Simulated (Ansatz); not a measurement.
Bi on the N site (Bi_N) in wurtzite GaN: one set of geometries, relaxed with PBE, evaluated in Ansatz (PAW, plane waves to 420 eV, 500 eV under r2SCAN) with PBE, r2SCAN.

Details: 96-site cell; 2×2×2 shifted k-points; start: the N site; charged states image-corrected; no spin–orbit coupling; energies good to tenths of an eV; flagged in the runs: a host whose relaxation on this sampling wasn't shown to rest, a strain field that reaches the edge of the cell.

| quantity | PBE | r2SCAN |
|---|---|---|
| host gap (eV) | 1.71 | … |
| ε(+1/0) above the VBM (eV) | 0.74 | … |
| largest moment on one atom at charge +1 (μB) | 0.12 | … |
| neutral formation energy against rhombohedral Bi, N2 molecule in a box (eV) | 7.23 | … |

### Question
Given the lower rungs, what does r2SCAN give?

### Answer

- host gap (eV), r2SCAN: 2.12
- ε(+1/0) above the VBM (eV), r2SCAN: 0.86
- largest moment on one atom at charge +1 (μB), r2SCAN: 0.13
- neutral formation energy against rhombohedral Bi, N2 molecule in a box (eV), r2SCAN: 7.06

Ansatz is a program for electronic structure.
